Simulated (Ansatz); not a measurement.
## SiC under a change: Si → Mn

Consider SiC in the wurtzite structure (space group P6_3mc, No. 186; a = 3.092 Å, c = 5.074 Å).

Modification: full substitution Si → Mn; the structure is relaxed again.

Level of theory: Kohn–Sham DFT with the PBE functional, run in Ansatz (a first-principles code) with PAW and 420 eV plane waves, no spin-orbit coupling. Settings: 16×16×12 k-points, 0.05 eV Fermi–Dirac smearing, for the changed cell.

```tsv
quantity	base	changed	shift
density	3.17 g/cm³	5.87 g/cm³	+2.70 g/cm³
space group	P6_3mc (No. 186)	P6_3/mmc (No. 194)	–
shortest interatomic distance	1.893 Å	1.925 Å	+0.032 Å
band gap	2.31 eV	zero	–
magnetic state	not spin-polarised	ferromagnetic	–
```

The magnetic state is the one reached from the starting moments; the real material's order can differ, and small cells can't hold many antiferromagnetic ones. Stability against distortions was not tested. As relaxed here, MnC is a hypothetical phase, not in the database extracts checked.
